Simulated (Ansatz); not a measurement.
## SiO2: pressure 7.5 GPa

The reference is SiO2 (space group P4_32_12, No. 96; a = 5.030 Å, c = 7.013 Å).

One thing is altered: a hydrostatic pressure of 7.5 GPa.

The values are results of plane-wave PAW DFT at the PBEsol level (Ansatz, a program for electronic structure, 420 eV), spin-orbit coupling left out, not measurements. Γ-centred 5×5×4 mesh, Fermi–Dirac width 0.05 eV.

The volume per atom falls by 3.66 Å³, from 14.79 Å³ to 11.13 Å³ and the density increases by 0.74 g/cm³, from 2.25 g/cm³ to 2.99 g/cm³. The lattice parameter a decreases by 0.393 Å, from 5.030 Å to 4.637 Å and the c/a ratio drops by 0.0546, from 1.394 to 1.340. The shortest interatomic distance decreases by 0.0034 Å (1.619 Å → 1.615 Å) and the enthalpy H = E + PV relative to the base's energy amounts to +0.58 eV/atom. The band gap increases by 0.25 eV (5.57 eV → 5.82 eV) and the gap character is still direct at Γ. The electron mass changes from 0.54 mₑ (at Γ) to 0.47 mₑ (at Γ) and the valence-band top at Γ (three highest levels, from the VBM) goes from 0.00, -0.28, -0.28 eV to 0.00, -0.80, -0.80 eV.

Final structure:

```
SiO2
1.0
    4.63709     0.00000     0.00000
    0.00000     4.63709     0.00000
    0.00000     0.00000     6.21146
Si O
4 8
Direct
  0.16287   0.16287   0.00000
  0.33713   0.66287   0.75000
  0.83713   0.83713   0.50000
  0.66287   0.33713   0.25000
  0.67724   0.72252   0.71558
  0.77748   0.17724   0.46558
  0.32276   0.27748   0.21558
  0.22252   0.82276   0.96558
  0.17724   0.77748   0.53442
  0.27748   0.32276   0.78442
  0.82276   0.22252   0.03442
  0.72252   0.67724   0.28442
```

Cost of the whole job for the changed cell (relaxation, final SCF and bands): about 2.9 core-minutes (a rough figure).

Load acts through the strain it causes; cell and atoms are relaxed under it. Masses are band curvatures over ±0.01 Å⁻¹ around the edge. Stability against distortions was not tested. No other phases were tried under pressure.
